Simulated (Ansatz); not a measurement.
How the band gap of Ge2SiN4 (model structure, Imma, No. 74, 14 atoms in the cell) moves with the method

No measured value is used here.

| level (code) | value (eV) |
|---|---|
| LDA (Ansatz) | 2.26 |
| PBE+SOC (Ansatz) | 2.43 |
| PBEsol+SOC (Ansatz) | 2.31 |
| r²SCAN+SOC (Ansatz) | 2.88 |
| HSE06 (Ansatz) | 3.65 (indirect) |

Computed values are for a static lattice. Spin–orbit coupling is included only where a level's name says +SOC; with heavier elements it mostly lowers gaps and can invert bands.  Values are at the PBEsol cell. Cutoffs and k meshes differ between the levels. Ansatz's density-functional and Hartree–Fock values are scalar-relativistic unless marked +SOC, with PAW data made under PBE.

A model structure was made by putting elements into a prototype or built by hand; it is no filed structure, need not be a known phase, and can be a saddle point held by its symmetry.

Ansatz is a first-principles code.
